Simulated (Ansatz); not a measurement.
An Ansatz (a quantum-chemistry and plane-wave program) run: PtGe with a change (biaxial strain −1.42 %, plane normal [001], relaxed out of plane); r2SCAN (Ansatz; PAW; 500 eV plane waves; no SOC).

Input:

Ansatz 0.2 input:
```yaml
crystal:
  lattice:
    - [3.6603051006, 0, 0]
    - [0, 5.6898245208, 0]
    - [0, 0, 6.1722650152]
  atoms:
    - { symbol: Pt, position: [0.25, 0.003403027, 0.1932723812] }
    - { symbol: Pt, position: [0.25, 0.503403027, 0.3067276188] }
    - { symbol: Pt, position: [0.75, 0.996596973, 0.8067276188] }
    - { symbol: Pt, position: [0.75, 0.496596973, 0.6932723812] }
    - { symbol: Ge, position: [0.25, 0.8132608628, 0.5871240468] }
    - { symbol: Ge, position: [0.25, 0.3132608628, 0.9128759532] }
    - { symbol: Ge, position: [0.75, 0.1867391372, 0.4128759532] }
    - { symbol: Ge, position: [0.75, 0.6867391372, 0.0871240468] }
basis: { ecutwfc: 500, ecutrho_ratio: 4, xc_grid: 4, fft_grid_basis: typed }
kpoints: { mp_grid: { grid: [13, 8, 8] } }
hamiltonian:
  xc: r2scan
  dispersion: none
  pseudopotentials: { kind: paw }
scf: { occupations: { method: fermi_dirac, width: 0.05 } }
relax: { f_tol: 0.005, max_steps: 50, cell: { stress_tol: 0.01, fix: [a, b, gamma] } }
output: { forces: true, stress: true }
checkpoint: { write: state.ck, write_every: 1000 }
```

Output (explanatory and most iteration lines left out):

```
Relaxation: its limit of steps is 50 (relax.max_steps)
Pseudopotential: Pt, paw, valence charge 18
Pseudopotential: Ge, paw, valence charge 14
Crystal: 8 atoms, lattice volume = 128.547 Å³
Basis set: ecut = 500 eV, 3283 PW (Γ), exchange–correlation on 108×180×192 points (64 copies of the dense FFT grid, shifted against one another)
Bands: 77, of which v1, the nominal top of the filled ones, is band 64 counted from 1 (63 counted from 0)
Symmetry: 8 space group operations
Space group: Pnma (ITA 62), of the structure as read, at distance tolerance 5.0e-5 Å
k-points: 175 of 832
Functional: x = r2scan, c = r2scan; τ floored in thin density (d = 2e-4 eV/Å³)
SCF iter   1: F=—  HF=-67362.453404 eV  |F-HF|=—  |Δ(HF+E_count)|=         —  Δρ=1.15e-2  dr2=1.75e-1  dr2_τ=8.79e-2  ethr=1.77e-3  ⟨swp⟩=6.0  Hψ=46381  notcnv=0  defer=127
SCF iter   2: F=—  HF=-67362.492123 eV  |F-HF|=—  |Δ(HF+E_count)|=   3.87e-2  Δρ=4.64e-3  dr2=2.47e-2  dr2_τ=4.03e-3  ethr=1.36e-4  ⟨swp⟩=2.3  Hψ=23102  notcnv=0  defer=786
SCF 1 converged in 8 iterations: F = -67362.494207 eV  dr2 = 2.84e-8
relax step   1: F+E_penalty+E_count = -67362.49420683 eV  Δ(F+E_penalty+E_count) = +0.000e0 eV  max|allowed force component| = 9.582e-2 eV/Å  Δτ_max = 0.0000 Å  P = +4.058 GPa  Ω = 128.547 Å³  fix = [a, b, gamma]  reactions: a +5.135, b +4.930 GPa  (8 SCF iters, dr2 threshold 1.00e-7 eV, accepted)
[... steps on the carried basis left out ...]
relax step   5: F+E_penalty+E_count = -67362.50425486 eV  Δ(F+E_penalty+E_count) = -5.101e-5 eV  max|allowed force component| = 2.641e-4 eV/Å  Δτ_max = 0.0019 Å  P = +2.351 GPa  Ω = 129.618 Å³  energy of the carried Pulay correction = -4.922e-4 eV  fix = [a, b, gamma]  reactions: a +3.407, b +3.648 GPa  (6 SCF iters, dr2 threshold 2.31e-9 eV, accepted)
Crystal: 8 atoms, lattice volume = 129.618 Å³
SCF iter   1: F=—  HF=-67362.504652 eV  |F-HF|=—  |Δ(HF+E_count)|=         —  Δρ=1.14e-4  dr2=3.73e-7  dr2_τ=9.70e-7  ethr=8.71e-8  ⟨swp⟩=4.0  Hψ=80782  notcnv=0
SCF iter   2: F=—  HF=-67362.504743 eV  |F-HF|=—  |Δ(HF+E_count)|=   9.06e-5  Δρ=5.82e-5  dr2=1.05e-7  dr2_τ=1.09e-6  ethr=2.91e-10  ⟨swp⟩=2.0  Hψ=21943  notcnv=0
SCF 6 converged in 7 iterations: F = -67362.504776 eV  dr2 = 4.67e-13
SCF converged after 7 iterations
Free energy (F): -67362.504776 eV
Internal energy: -67362.488393 eV  (E = F + TS)
E sigma→0 (E₀):  -67362.496585 eV
Entropy (-TS):   -0.016382 eV (-2.048 meV/atom)
Fermi energy:    17.798865 eV
--- Forces (eV/Å), atoms counted from 1 ---
  atom   1  Pt     0.00000000     0.00013598     0.00005662
  atom   2  Pt    -0.00000000     0.00013598    -0.00005662
  atom   3  Pt    -0.00000000    -0.00013598    -0.00005662
  atom   4  Pt     0.00000000    -0.00013598     0.00005662
  atom   5  Ge     0.00000000     0.00027316     0.00003509
  atom   6  Ge     0.00000000     0.00027316    -0.00003509
  atom   7  Ge    -0.00000000    -0.00027316    -0.00003509
  atom   8  Ge    -0.00000000    -0.00027316     0.00003509
--- Stress (GPa, compression-positive) ---
        3.405916       0.000000       0.000000
        0.000000       3.648603      -0.000000
        0.000000      -0.000000       0.006043
  P = ⅓ Tr σ = 2.3535 GPa (23.535 kbar)
--- Relaxed structure (5 steps of the walk, 5 accepted, 1 SCFs on fresh bases) ---
  cell:  # Å, volume = 129.6181 Å³
    - [3.6603051006, 0.0, 0.0]
    - [0.0, 5.6898245208, 0.0]
    - [0.0, 0.0, 6.223714081538953]
  atoms:
    - { symbol: Pt, position: [0.25, 0.0024454505405296085, 0.19310841700941422] }
    - { symbol: Pt, position: [0.25, 0.5024454505405296, 0.3068915829905858] }
    - { symbol: Pt, position: [0.75, 0.9975545494594708, 0.8068915829905858] }
    - { symbol: Pt, position: [0.75, 0.4975545494594706, 0.6931084170094143] }
    - { symbol: Ge, position: [0.25, 0.8134749132334989, 0.5846543490513422] }
    - { symbol: Ge, position: [0.25, 0.31347491323349896, 0.9153456509486577] }
    - { symbol: Ge, position: [0.75, 0.1865250867665011, 0.41534565094865783] }
    - { symbol: Ge, position: [0.75, 0.6865250867665013, 0.08465434905134211] }
```

Without a gap, meshes like the base's 8×13×8 leave anisotropic stresses uncertain by several tenths of a GPa, and small strain energies with them. Stability against distortions was not tested. All final runs are without spin polarisation. The cell was made from PtGe (space group Pnma, No. 62) by this change: biaxial strain −1.42 %, plane normal [001], relaxed out of plane.
